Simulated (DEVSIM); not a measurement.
Structure: abrupt GaP n-p junction, at 400 K.

Layer 1 from the left is GaP, thickness (μm) 20.0, Nd (cm⁻³) 5.7e16, τn (s) 7.4e-7, τp (s) 7.4e-7. Layer 2 from the left is GaP, thickness (μm) 220, Na (cm⁻³) 1.5e17, τn (s) 7.4e-7, τp (s) 7.4e-7.

Left contact: ohmic. Right contact: ohmic. Voltage is applied to the left contact. Recombination: SRH at mid-gap, radiative, Auger. Mobility is constant in doping.

Constants are typed, rounded textbook-type inputs, not results; the design itself was drawn at random and stands for no fabricated device. Values at 300 K; Nc and Nv go as T^1.5, mobilities as T to minus their exponent, the gap by Varshni's rule with the affinity fixed.

GaP: gap (eV) 2.26, affinity (eV) 3.8, permittivity 11.1, Nc (cm⁻³) 1.8e19, Nv (cm⁻³) 1.9e19, μn (cm²/Vs) 250, μp (cm²/Vs) 150, T exponent of μn 1.6, T exponent of μp 1.98, B (cm³/s) 1e-13, Cn (cm⁶/s) 1e-30, Cp (cm⁶/s) 1e-30, Varshni α (eV/K) 0.00058, Varshni β (K) 372.

Model (solved in DEVSIM): 1D drift-diffusion, Boltzmann statistics, complete ionisation; no tunnelling, impact ionisation, image-force lowering or self-heating.

Dark forward current:

```
|V| (V)  |J| (A/cm²)
-------  -----------
0.25       1.134e-12
0.50       4.762e-11
0.70       9.498e-10
0.75        2.014e-9
0.80        4.279e-9
0.85        9.116e-9
0.90        1.951e-8
0.95        4.203e-8
1.00        9.161e-8
1.05        2.038e-7
1.10        4.699e-7
1.15        1.148e-6
1.20        3.056e-6
1.25        9.065e-6
1.30        3.006e-5
1.35       0.0001094
1.40       0.0004256
1.45        0.001724
1.50        0.007134
1.55         0.02973
1.60          0.1219
1.65          0.4612
1.70           1.420
1.75           3.268
1.80           5.888
1.85           9.046
```

Question: Work out the local ideality factor n = ΔV / (kT/q · ln(J2/J1)) between the rows 0.25 and 0.50 V, 1.50 and 1.55 V, 1.80 and 1.85 V.

Answer: kT/q = 34.47 mV. From 0.25 to 0.50 V: ln(4.762e-11/1.134e-12) = 3.738, n = 1.94, near the 2 of recombination in the depletion region. From 1.50 to 1.55 V: ln(0.02973/0.007134) = 1.427, n = 1.02, near the 1 of diffusion or emission over a barrier. From 1.80 to 1.85 V: ln(9.046/5.888) = 0.429, n = 3.38; the layers' resistance at their doping, Σ W/(qμN) = 0.012 Ω cm², would take 38 mV of this step of 50 mV.

Question: Estimate the current at 1.50 V from the Shockley equation with J0 = Σ q ni² D/(N L) coth(W/L), τ joining the SRH, radiative and Auger lifetimes that are on, and W taken as the whole layer.

Answer: ni² = 9.34e10 cm⁻⁶; holes in the n layer: μ = 84.9 cm²/Vs, D = 2.93 cm²/s, τ = 7.35e-7 s, L = 14.7 μm, W/L = 1.4, term 5.97e-22 A/cm²; electrons in the p layer: μ = 158 cm²/Vs, D = 5.44 cm²/s, τ = 7.20e-7 s, L = 19.8 μm, W/L = 11, term 2.74e-22 A/cm². J0 = 8.71e-22 A/cm², and J = J0 exp(qV/kT) = 0.00690 A/cm². The simulation gives 0.00713 A/cm²; the estimate lies 3.2 % below. The estimate leaves out recombination in the depletion region and that region's share of W.
